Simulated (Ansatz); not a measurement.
System: TaRu (Pm-3m, No. 221, 2 atoms in the cell; start mp-12110). Method: PBEsol (PAW; Ansatz, a program for electronic structure).

Numerical settings: plane-wave cutoff 520 eV, 18×18×18 k mesh, Fermi–Dirac smearing 0.05 eV, no spin polarisation, scalar-relativistic PAW data made under PBE.

Cell (relaxed at this level):

Space group Pm-3m (No. 221); a = b = c = 3.1395 Å, α = β = γ = 90.00°

| atom | site | symmetry | x | y | z |
|---|---|---|---|---|---|
| Ta | 1b | m-3m | 0.5000 | 0.5000 | 0.5000 |
| Ru | 1a | m-3m | 0.0000 | 0.0000 | 0.0000 |

Task: What does this level give for the bulk modulus?

Result: 
* **bulk modulus**: 272 GPa

Note: the run has no spin polarisation, so it can have missed a magnetic state; the bulk modulus is −V dP/dV from two relaxed cells at ±2 % in volume; the relaxation could not lower the start's symmetry, so the cell can be a saddle point above a distorted one.

Spin–orbit coupling is not included.

Static lattice: no zero-point or thermal effects.

Cost on a shared machine: around 40 core-seconds (rough).

A start named mp-… is a Materials Project structure, which need not be a measured phase.
